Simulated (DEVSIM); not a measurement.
System: Schottky contact on n-type In0.53Ga0.47As, at 300 K.

Layer 1 from the left is In0.53Ga0.47As, thickness (μm) 1.50, Nd (cm⁻³) 2.3e15, τn (s) 1.4e-9, τp (s) 1.4e-9.

Left contact: Schottky, work function 4.84 eV, emission velocity 1.2e7 cm/s. Right contact: ohmic. Voltage is applied to the left contact. Recombination: SRH at mid-gap, radiative, Auger. Mobility is μmin + (μ − μmin)/(1 + (N/Nref)^α).

This is a model device: material constants are rounded textbook-type values typed into the input, and sizes, dopings and lifetimes were drawn at random. Values at 300 K.

In0.53Ga0.47As: gap (eV) 0.74, affinity (eV) 4.51, permittivity 13.9, Nc (cm⁻³) 2.1e17, Nv (cm⁻³) 7.7e18, μn (cm²/Vs) 12000, μp (cm²/Vs) 300, μn,min 300, μp,min 10, Nref,n 1.3e17, Nref,p 4.9e17, αn 0.48, αp 0.4, B (cm³/s) 9.6e-11, Cn (cm⁶/s) 5e-29, Cp (cm⁶/s) 5e-29.

DEVSIM, 1D drift-diffusion, Boltzmann statistics, complete ionisation; no tunnelling, impact ionisation, image-force lowering or self-heating. Metal contacts follow the ideal Schottky-Mott rule: no Fermi-level pinning, no interface dipoles.

Q: What does the simulation give for the largest field in the device at zero bias, the dark forward voltage at 100 A/cm², the potential step across the device at zero bias?

A: largest field in the device at zero bias 11000 V/cm; dark forward voltage at 100 A/cm² 0.126 V; potential step across the device at zero bias 0.213 V.
